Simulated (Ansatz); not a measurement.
**BaTiO3, alloy series**

The parent structure is BaTiO₃ in the cubic perovskite structure (space group Pm-3m, No. 221; a = 3.9944 Å).

The other end (x = 1) is BaZrO₃ in the cubic perovskite structure (space group Pm-3m, No. 221): 14.87 Å³/atom, gap 3.74 eV.

Zr replaces a fraction x of Ti; each row is one arrangement (x, atoms in the cell, starting space group or random), fully relaxed.

Calculations: Kohn–Sham DFT with the r2SCAN functional, run in Ansatz (a first-principles code) with PAW and 500 eV plane waves, no spin-orbit coupling, earlier PAW set.

Notes on the quantities. gap character: in this cell's own zone, which can be folded; bowing parameter b of this ordering: Eg = [1−x] Eg[0] + x Eg[1] − b x [1−x].

| variant | gap character | bowing parameter b of this ordering | shortest interatomic distance |
|---|---|---|---|
| base | – | – | 1.997 Å |
| x(Zr) = 0.5, 10 atoms, P4/mmm (arrangement B) | indirect, Z → Γ | 1.0 eV | 1.978 Å |
| x(Zr) = 0.5, 10 atoms, Fm-3m | [?] | 0.6 eV | [?] |
| x(Zr) = 0.5, 10 atoms, P4/mmm (arrangement A) | indirect, M → Γ | 2.9 eV | 1.942 Å |

Task: Complete the table.

Result: 
- x(Zr) = 0.5, 10 atoms, Fm-3m, gap character: direct at Γ
- x(Zr) = 0.5, 10 atoms, Fm-3m, shortest interatomic distance: 1.988 Å

Each cell is one ordered arrangement of few atoms, which overstates ordering effects compared with a random alloy. Whether these cells are dynamically stable was not tested. All final runs are without spin polarisation. Many cubic perovskites are stable only at high temperature; tilts and polar distortions were not tested. This is not the structure that BaTiO3 has at room temperature and ambient pressure. Labels are those of the standard path for the cell's own space group.
